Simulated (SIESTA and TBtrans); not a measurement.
Ag chain with one bond stretched by 2.0 Å

Junction: Ag chain with one bond stretched by 2.0 Å. Leads: straight Ag chain, spacing 2.809 Å. Geometry: as built, not relaxed.

SIESTA and TBtrans, PBE, DZP numerical orbitals (energy shift 0.15 eV), PseudoDojo norm-conserving scalar-relativistic potentials, mesh cutoff 200 Ry, 300 K, no spin polarisation, no spin-orbit coupling; Hamiltonian of a periodic supercell, shifted onto the leads' potential, zero bias.

| Quantity | Result |
|---|---|
| Conductance at 300 K (G0 = 2e²/h) | 0.22 |
| Mean T from −0.5 to 0.5 eV | 0.20 |

Energies count from the leads' Fermi level. Transmissions are for one spin of a degenerate pair. The energy step is 0.01 eV; narrower resonances are cut or missed.

```csv
E (eV),T,lead channels
-2.00,0.0031,band edge
-1.80,0.0032,3
-1.60,0.0010,1
-1.40,0,0
-1.20,0,0
-1.00,0,0
-0.80,0.063,1
-0.60,0.11,1
-0.40,0.17,1
-0.20,0.21,1
0.00,0.22,1
0.20,0.21,1
0.40,0.20,1
0.60,0.19,1
0.80,0.19,1
1.00,0.20,1
1.20,0.21,1
1.40,0.23,1
1.60,0.25,1
1.80,0.28,1
2.00,0.31,1
```

The straight chain is held at its spacing; free chains may zigzag or dimerise. No spin-polarised start was tried, so a magnetic state, if there is one, is missed.
